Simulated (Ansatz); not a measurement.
Take WSe$_{2}$ in the 2H-MoS2 type structure (space group P6_3/mmc, No. 194; layered, stacked along the Cartesian z axis) as the base.

```
CELL_PARAMETERS angstrom
      3.29989     0.00000     0.00000
     -1.64994     2.85779     0.00000
      0.00000     0.00000    13.15129
ATOMIC_POSITIONS crystal
  W  0.33333 0.66667 0.25000
  W  0.66667 0.33333 0.75000
  Se 0.33333 0.66667 0.62336
  Se 0.66667 0.33333 0.12336
  Se 0.66667 0.33333 0.37664
  Se 0.33333 0.66667 0.87664
```

Cartesian axes are those of the cell as printed.

The values are results of Ansatz (a first-principles code) r2SCAN+rVV10, without spin-orbit coupling, not measurements.

Modification: uniaxial strain ε_yy = −3.33 %, all other strain components held at zero; the atoms relax in the strained cell.

### Question
Predict the new largest internal atomic displacement.

### Answer
The largest internal atomic displacement amounts to 0.026 Å.

### Question
What happens to the energy relative to the base?

### Answer
The energy increases by 16 meV/atom.

Whether these cells are dynamically stable was not tested.
